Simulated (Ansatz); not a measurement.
The parent structure is SnS in the GeS type structure (space group Pnma, No. 62; a = 10.912 Å, b = 3.953 Å, c = 4.112 Å).

Method: PBEsol-D3(BJ), PAW, 420 eV (Ansatz, a quantum-chemistry and plane-wave program; no spin-orbit coupling).

One change was made to it. Results:

| quantity | base | after |
|---|---|---|
| band gap | 0.30 eV | zero |
| volume per atom | 22.17 Å³ | 16.72 Å³ |

**Question.** Which change produced these results?
(A) pressure 9 GPa
(B) pressure 4.5 GPa
(C) pressure 30 GPa
(D) pressure 2.1 GPa

**Answer.** C, pressure 30 GPa. For comparison, the volume per atom in the other runs: pressure 4.5 GPa gives 20.54 Å³; pressure 2.1 GPa gives 21.33 Å³; pressure 9 GPa gives 19.45 Å³.

The mesh was chosen for an insulator and is coarse for the gapless case. Load acts through the strain it causes; cell and atoms are relaxed under it. No phonon test of stability was made. No other phases were tried under pressure. All final runs are without spin polarisation. Along this pressure series the structure jumps between pressure 4.5 GPa and pressure 9 GPa; cells beyond that are another form of it. A zero or small gap of SnS under pressure 30 GPa, SnS under pressure 4.5 GPa, SnS under pressure 2.1 GPa and SnS under pressure 9 GPa can be the functional's error rather than a property of the material.
